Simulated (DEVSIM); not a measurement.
System: illuminated Si p-on-n cell, one wavelength, with a back-surface field, at 300 K.

Layer 1 from the left is Si, thickness (μm) 0.0760, Na (cm⁻³) 2e18, τn (s) 2.1e-5, τp (s) 5.9e-5, absorption coefficient (cm⁻¹) 290. Layer 2 from the left is Si, thickness (μm) 130, Nd (cm⁻³) 3e15, τn (s) 0.00073, τp (s) 0.00073, absorption coefficient (cm⁻¹) 290. Layer 3 from the left is Si, thickness (μm) 1.60, Nd (cm⁻³) 8.2e18, τn (s) 0.00073, τp (s) 0.00073, absorption coefficient (cm⁻¹) 290.

Left contact: ohmic, minority electron recombination velocity 1e6 cm/s. Right contact: ohmic, minority hole recombination velocity 9e5 cm/s. Voltage is applied to the left contact. Recombination: SRH at mid-gap, radiative, Auger. Gap narrowing is on: ΔEg = 6.92 meV × (l + √(l² + 0.5)), l = ln(N/1.3e17 cm⁻³), shared equally by both band edges. Light enters at the left, 2.4e17 photons cm⁻² s⁻¹, one pass, no reflection. Mobility is μmin + (μ − μmin)/(1 + (N/Nref)^α).

This is a model device: material constants are rounded textbook-type values typed into the input, and sizes, dopings and lifetimes were drawn at random. Values at 300 K.

Si: gap (eV) 1.124, affinity (eV) 4.05, permittivity 11.7, Nc (cm⁻³) 2.86e19, Nv (cm⁻³) 3.1e19, μn (cm²/Vs) 1417, μp (cm²/Vs) 470, μn,min 52, μp,min 45, Nref,n 9.7e16, Nref,p 2.2e17, αn 0.68, αp 0.72, B (cm³/s) 4.7e-15, Cn (cm⁶/s) 2.8e-31, Cp (cm⁶/s) 9.9e-32.

Model (solved in DEVSIM): 1D drift-diffusion, Boltzmann statistics, complete ionisation; no tunnelling, impact ionisation, image-force lowering or self-heating.

What does the simulation give for the share of generated pairs collected at short circuit, the open-circuit voltage, the potential step across the device at zero bias?

share of generated pairs collected at short circuit 0.985; open-circuit voltage 0.555 V; potential step across the device at zero bias 0.973 V.
